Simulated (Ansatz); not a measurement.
Take MgS in the rock salt structure (space group Fm-3m, No. 225; a = 5.182 Å) as the base.

It is then changed as follows: O replaces 33.3 % of the S, ordered in a cell of 6 atoms (starting symmetry P-3m1) and fully relaxed.

The other end (x = 1) is MgO in the rock salt structure (space group Fm-3m, No. 225): 9.36 Å³/atom, gap 4.62 eV.

Levels (all Ansatz, a quantum-chemistry and plane-wave program, PAW): PBEsol (420 eV, scalar-relativistic without spin-orbit coupling); r2SCAN (500 eV, no SOC).

The geometry is relaxed with PBEsol.

- PBEsol gap character: direct at Γ
- PBEsol width of the top valence band: 2.21 eV
- PBEsol band gap: 1.48 eV
- PBEsol pressure: -0.1 kbar

Predict the gap character, width of the top valence band, band gap and pressure from r2SCAN.

The gap character (in this cell's own zone, which can be folded) is still direct at Γ; the width of the top valence band increases by 0.04 eV, from 2.21 eV to 2.25 eV; the band gap rises by 0.77 eV (1.48 eV → 2.25 eV); the pressure grows by 6.46 kbar, from -0.1 kbar to 6.3 kbar.

Single points use the geometry relaxed with PBEsol. Their cutoffs differ, which shifts pressures a little. These are small ordered cells, not random alloys; other orderings at the same x differ. Stability against distortions was not tested. k-point labels follow each cell's own Brillouin zone.
